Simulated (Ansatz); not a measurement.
The parent structure is ZnS in the wurtzite structure (space group P6_3mc, No. 186).

```yaml
crystal:
  lattice:
    - [3.78216, 0.00000, 0.00000]
    - [-1.89108, 3.27545, 0.00000]
    - [0.00000, 0.00000, 6.20765]
  atoms:
    - { symbol: Zn, position: [0.33333, 0.66667, 0.00042] }
    - { symbol: Zn, position: [0.66667, 0.33333, 0.50042] }
    - { symbol: S, position: [0.33333, 0.66667, 0.37458] }
    - { symbol: S, position: [0.66667, 0.33333, 0.87458] }
```

The values are results of PBEsol, PAW, 420 eV (Ansatz, a first-principles code; without spin-orbit coupling), not measurements.

Base values:

- Electron mass: 0.16 mₑ along c, 0.18 mₑ across (at Γ)
- Gap character: direct at Γ

One thing is altered: an isotropic linear strain of −3.00 %, atoms relaxed at fixed cell.

Predict the new energy relative to the base, electron mass and gap character.

The energy increases by 42 meV/atom; the electron mass goes from 0.16 mₑ along c, 0.18 mₑ across (at Γ) to 0.17 mₑ along c, 0.20 mₑ across (at Γ); the gap character remains direct at Γ.

Effective masses come from finite differences of ±0.01 Å⁻¹. No phonon test of stability was made.
